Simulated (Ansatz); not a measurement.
## Point defects in MoTe2

The parent structure is a 12-atom supercell of MoTe2 in the 2H-MoS2 type structure (space group P6_3/mmc, No. 194; a = 3.4966 Å, c = 13.6958 Å; layered, stacked along the Cartesian z axis) at its relaxed geometry.

One neutral defect a cell, atoms relaxed at fixed cell.

The values are results of PBE-D3(BJ) (Ansatz, a program for electronic structure), without spin-orbit coupling, not measurements.

```tsv
change	largest displacement of a host atom from its site in the perfect cell	pressure
perfect supercell	–	0.0 GPa
Mo interstitial (started 2.58 Å from the nearest host atom)	0.34 Å	2.3 GPa
H interstitial (started 2.39 Å from the nearest host atom), symmetric start	0.04 Å	-0.3 GPa
Te interstitial (started 2.39 Å from the nearest host atom)	0.55 Å	10.4 GPa
Te vacancy	0.22 Å	-2.5 GPa
```

The magnetic state is the one reached from the starting moments; the real material's order can differ, and small cells can't hold many antiferromagnetic ones. The cell is small, so the values are those of an ordered compound at a high defect concentration; dilute-limit values will differ. A case with no gap was solved on a k-mesh chosen for an insulator, which is coarse for it. Defects with a symmetric start kept the site's symmetry and may sit on a saddle; the others started slightly shaken. Seeded moments were not kept for Mo interstitial (started 2.58 Å from the nearest host atom), H interstitial (started 2.39 Å from the nearest host atom), Te interstitial (started 2.39 Å from the nearest host atom) and Te vacancy. The D3 term's C6 switches between coordination references near this geometry, which can add small steps to energies.
